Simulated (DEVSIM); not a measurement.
System: abrupt GaSb p-n junction, at 300 K.

Layer 1 from the left is GaSb, thickness (μm) 0.770, Na (cm⁻³) 6.4e16, τn (s) 4.8e-8, τp (s) 4.8e-8. Layer 2 from the left is GaSb, thickness (μm) 240, Nd (cm⁻³) 9.7e15, τn (s) 4.8e-8, τp (s) 4.8e-8.

Left contact: ohmic. Right contact: ohmic. Voltage is applied to the left contact. Recombination: SRH at mid-gap, radiative. Mobility is μmin + (μ − μmin)/(1 + (N/Nref)^α).

This is a model device: material constants are rounded textbook-type values typed into the input, and sizes, dopings and lifetimes were drawn at random. Values at 300 K.

GaSb: gap (eV) 0.726, affinity (eV) 4.06, permittivity 15.7, Nc (cm⁻³) 2.1e17, Nv (cm⁻³) 1.8e19, μn (cm²/Vs) 5000, μp (cm²/Vs) 850, μn,min 1000, μp,min 190, Nref,n 2.8e17, Nref,p 9e17, αn 1.05, αp 0.65, B (cm³/s) 1e-10.

**Question.** Estimate by hand the built-in potential, the peak field at zero bias, the capacitance at -2 V, and compare with a numerical solution.

**Answer.** 
- Built-in potential: ni = √(Nc Nv) exp(−Eg/2kT) = 1.55e12 cm⁻³ with Eg = 0.726 eV; Vbi = kT/q ln(Na Nd/ni²) = 0.501 V; numerical 0.501 V.
- Peak field at zero bias: depletion approximation: W = √(2εVbi/(qN)) = 0.321 μm with N = 8.42e15 cm⁻³; field = 2Vbi/W = 31200 V/cm; numerical 29800 V/cm (estimate above by 4.7 %).
- Capacitance at -2 V: C = √(qεN / 2(Vbi + |V|)) = 19.4 nF/cm²; numerical 19.6 nF/cm² (estimate below by 1.0 %).

DEVSIM, 1D drift-diffusion, Boltzmann statistics, complete ionisation; no tunnelling, impact ionisation, image-force lowering or self-heating.
